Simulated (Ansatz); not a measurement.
The parent structure is FePt (space group P4/mmm, No. 123; ferromagnetic; relaxed with 0.1 eV smearing).

```
CELL_PARAMETERS angstrom
      2.73127     0.00000     0.00000
      0.00000     2.73127     0.00000
      0.00000     0.00000     3.76299
ATOMIC_POSITIONS crystal
  Fe 0.50000 0.50000 0.50000
  Pt 0.00000 0.00000 0.00000
```

Cartesian axes are those of the cell as printed.

Computed with DFT with PBE, PAW potentials and a 420 eV plane-wave cutoff in Ansatz (a quantum-chemistry and plane-wave program), no spin-orbit coupling.

The change: an isotropic linear strain of +1.18 %; the atoms relax in the strained cell.

### Question
Predict the stress tensor and what it implies for the stiffness.

### Answer
Stress of the strained cell less that of the base (GPa, compression positive):
```
   -6.4     0.0     0.0
    0.0    -6.4     0.0
    0.0     0.0    -6.6
```

Then B = −ΔP/(ΔV/V₀) with ΔV/V₀ = 0.0358 gives secant stiffness values (nonlinear terms included at this strain): B (at held cell shape, above the free-shape value) ≈ 180 GPa.

As a check, the harmonic strain energy −½ V₀ Δσ:ε is 10.0 meV/atom; the computed energy rise is 10 meV/atom.

Other magnetic orders, which the real material may have, were not ruled out. Whether these cells are dynamically stable was not tested.
